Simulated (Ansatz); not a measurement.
# By hand: formation energy of Bi2Te3 (R-3m) from the elements

This concerns the formation energy of Bi2Te3 (R-3m) from the elements. Reaction: 3 Te (P3₁21) + 2 Bi (R-3m) → Bi2Te3 (R-3m). The sign is products less reactants. The value is per atom of the solid.

Bi2Te3 (R-3m), 5 atoms in the cell. Conventional cell: a = 4.3871 Å, b = 4.3871 Å, c = 30.3037 Å, α = 90.00°, β = 90.00°, γ = 120.00°.

Setting: static, neutral cells in Ansatz (PAW) whose structures rest at the PBE+D3(BJ) level. Ansatz (an electronic-structure program) runs with its PAW set soft_1. Other levels take these structures. The lattices are those relaxed with PBE+D3(BJ), so at other levels the solids can be strained, which adds to the spread. Spin-orbit coupling is left out.

Total energies of the cells in eV, at zero smearing width. They compare only within one column; the weights balance every element.

```tsv
cell	atoms	weight	r2SCAN+D4	LDA
Bi2Te3 (R-3m)	5	+1	-45813.45752	-44658.55746
Te (P3₁21)	3	−1	-20985.11544	-20481.80726
Bi (R-3m)	2	−1	-24826.94905	-24175.67037
```

r2SCAN+D4: (-45813.45752) − (-20985.11544) − (-24826.94905) = -1.393 eV; dividing by 5 atoms gives -0.28 eV/atom.

LDA: (-44658.55746) − (-20481.80726) − (-24175.67037) = -1.080 eV; dividing by 5 atoms gives -0.22 eV/atom.

What follows from the r2SCAN+D4 value: A formula unit of Bi2Te3 has 5 atoms, so it forms with -0.2786 × 5 = -1.393 eV, or -134.4 kJ/mol at 96.485 kJ/mol per eV.
